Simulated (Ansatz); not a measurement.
**Carrier doping in GaP**

The parent structure is GaP in the zinc blende structure (space group F-43m, No. 216).

```yaml
crystal:
  lattice:
    - [0.00000, 2.71921, 2.71921]
    - [2.71921, 0.00000, 2.71921]
    - [2.71921, 2.71921, 0.00000]
  atoms:
    - { symbol: P, position: [0.25000, 0.25000, 0.25000] }
    - { symbol: Ga, position: [0.00000, 0.00000, 0.00000] }
```

Carriers are added at fixed cell with a uniform background; the Fermi–Dirac width is that of 300 K.

Level of theory: PBEsol in Ansatz (plane waves to 420 eV, PAW, no spin-orbit coupling).

Notes on the quantities. Fermi level from band edge: Fermi level relative to the doped band's edge (positive inside the band; to 0.05 eV).

| electron density (10^21 cm⁻³) | Fermi level from band edge (eV) |
|---|---|
| 0.5 | 0.15 |
| 1 | 0.25 |
| 3 | ? |
| 10 | 0.85 |

Q: Fit E_F = C n^s, fitted as a line in log–log form (a parabolic band gives s = 2/3) to the rows shown and predict the withheld row.

A: Least squares on the printed values gives C = 0.23 eV, s = 0.57 (largest residual 0.02 eV); this predicts 0.44 eV, and the run gives 0.45 eV, in agreement.

Charged cell with a jellium background: band edges are those of the host's band count, energies are not comparable with the neutral cell, and many-body gap narrowing is missing. Gaps are Kohn–Sham eigenvalue differences; semilocal functionals usually give less than the measured gap. Whether these cells are dynamically stable was not tested.

Ansatz is a quantum-chemistry and plane-wave program.
